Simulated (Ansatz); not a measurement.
The starting structures come from a database of crystals and need not be the phases stable at ambient conditions.

## Evanescent states of Al2O3 (R-3, not sure to be the ambient phase, 10 atoms a cell, 8.9 Å³ an atom) along the normal of (100)

All values below come from r2SCAN (plane waves, PAW; Ansatz, a quantum-chemistry and plane-wave program).

The gap is the functional's own. No spin-orbit coupling. Mid-gap values are interpolated on the energy grid.

Energies count from the valence-band top; κ is the least over a 6×4 mesh across the current.

```tsv
E (eV)	κ (1/Å)	where
0.15	0.149	Γ
0.47	0.228	Γ
0.78	0.277	Γ
1.08	0.312	Γ
1.40	0.339	Γ
1.71	(withheld)	Γ
2.02	(withheld)	Γ
2.33	(withheld)	Γ
2.63	(withheld)	Γ
2.94	(withheld)	Γ
3.25	(withheld)	Γ
3.56	(withheld)	Γ
3.88	(withheld)	Γ
4.18	(withheld)	Γ
4.50	(withheld)	Γ
4.80	(withheld)	Γ
5.12	(withheld)	Γ
5.42	0.338	Γ
5.74	0.310	Γ
6.04	0.275	Γ
6.36	0.228	Γ
6.67	0.158	Γ
```

**Question.** What belongs in the gaps?

**Answer.** 
- 1.71, κ (1/Å): 0.359
- 2.02, κ (1/Å): 0.376
- 2.33, κ (1/Å): 0.388
- 2.63, κ (1/Å): 0.397
- 2.94, κ (1/Å): 0.403
- 3.25, κ (1/Å): 0.406
- 3.56, κ (1/Å): 0.406
- 3.88, κ (1/Å): 0.403
- 4.18, κ (1/Å): 0.397
- 4.50, κ (1/Å): 0.388
- 4.80, κ (1/Å): 0.375
- 5.12, κ (1/Å): 0.359
